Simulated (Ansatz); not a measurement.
**A computed series for MoS2: thickness series**

Base system: MoS2 in the 3R-MoS2 type structure (space group R3m, No. 160; layered, stacked along the Cartesian z axis).

Space group R3m, hexagonal axes (No. 160); a = b = 3.175 Å, c = 18.586 Å, α = β = 90.00°, γ = 120.00°

```
atom  site  symmetry       x       y       z
----  ----  --------  ------  ------  ------
Mo      3a        3m  0.0000  0.0000  0.0000
S       3a        3m  0.0000  0.0000  0.2497
S       3a        3m  0.0000  0.0000  0.4170
```
(The calculation used a cell of 3 atoms; values per cell refer to that cell.)

Free-standing slabs (3 atom(s) a layer) normal to the stacking axis with 15 Å of vacuum; in-plane cell relaxed.

Method: r2SCAN+rVV10 (Ansatz, a first-principles code, PAW, no spin-orbit coupling), earlier PAW set.

Candidates:
(a) 2 layers
(b) 3 layers
(c) 1 layer

Base values:

| Property | Result |
|---|---|
| Band gap | 1.02 eV |

Problem. Order them by band gap, lowest first.

Solution. (b) 3 layers (1.11 eV), (a) 2 layers (1.26 eV), (c) 1 layer (1.77 eV)

Whether these cells are dynamically stable was not tested.
